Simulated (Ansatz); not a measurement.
Consider SnO2 in the rutile structure (space group P4_2/mnm, No. 136; a = 4.769 Å, c = 3.212 Å). Axes: x, y, z lie along a, b, c of the conventional cell.

All numbers come from DFT with PBEsol, PAW potentials and a 420 eV plane-wave cutoff in Ansatz (a program for electronic structure), no spin-orbit coupling.

One thing is altered: the cell is compressed by 1.20 % along x with no lateral relaxation; the atoms relax in the strained cell.

Problem. Predict the stress tensor and what it implies for the stiffness.

Solution. Stress of the strained cell less that of the base (GPa, compression positive):
```
   2.82    0.00    0.00
   0.00    2.03    0.00
   0.00    0.00    1.77
```

Then −Δσ_ii/ε with ε = -0.0120 gives relaxed-ion elastic constants: C11 ≈ 235 GPa, C12 ≈ 170 GPa and C13 ≈ 147 GPa.

Stability against distortions was not tested.
